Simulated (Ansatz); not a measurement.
Structures of equal composition on the (111) surface of fcc Rh: one row in 3 of the top plane missing; (√3x√3)R30°, one Rh site of the top plane empty. The slabs share one bottom face, and each structure is named by its start. These are constructed structures in small cells; real faces may alloy, dewet or reconstruct in larger ones, and not all known structures of the face are among them. Slabs of about 11 Å, Fermi-Dirac smearing of 0.1 eV. Bottom of the slabs: a bare face, its two planes held. Relaxed from the named starts with such symmetry as they have, on meshes of like density; energies extrapolated to zero smearing; spin only where a row says so; no spin-orbit coupling, no U. Brackets mark spin-polarised runs, whose order is one that fits the cell. The cells differ, so small differences also carry the error of unlike k-meshes.

Level of theory: PBE (plane waves to 420 eV, PAW; Ansatz, a first-principles code).

### Question
Order them by energy per 1x1 cell (lowest first) at the level PBE.

### Answer
one row in 3 of the top plane missing (0.00 eV), (√3x√3)R30°, one Rh site of the top plane empty (0.06 eV)
